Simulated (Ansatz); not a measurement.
## HgTe, response to strain

Consider HgTe in the zinc blende structure (space group F-43m, No. 216; a = 6.5099 Å). Axes: x, y, z lie along the cube axes.

Strains are applied to the cell and any free atomic positions relax; under biaxial strain the out-of-plane vector relaxes too.

Method: plane-wave PAW DFT at the PBEsol level (Ansatz, a quantum-chemistry and plane-wave program, 420 eV), no spin-orbit coupling, earlier PAW set.

Candidates:
(a) uniaxial strain ε_zz = +5.28 %
(b) isotropic strain +2.91 %
(c) biaxial strain +3.44 %, plane normal [110], relaxed out of plane

Notes on the quantities. energy relative to the base: free energy F.

Problem. Order them by energy relative to the base, highest first.

Solution. (b) isotropic strain +2.91 % (+31 meV/atom), (c) biaxial strain +3.44 %, plane normal [110], relaxed out of plane (+17 meV/atom), (a) uniaxial strain ε_zz = +5.28 % (+15 meV/atom)

A biaxial case was relaxed in a doubled cell and then solved in the primitive one. A case with no gap was solved on a k-mesh chosen for an insulator, which is coarse for it. Stability against distortions was not tested. All final runs are without spin polarisation.
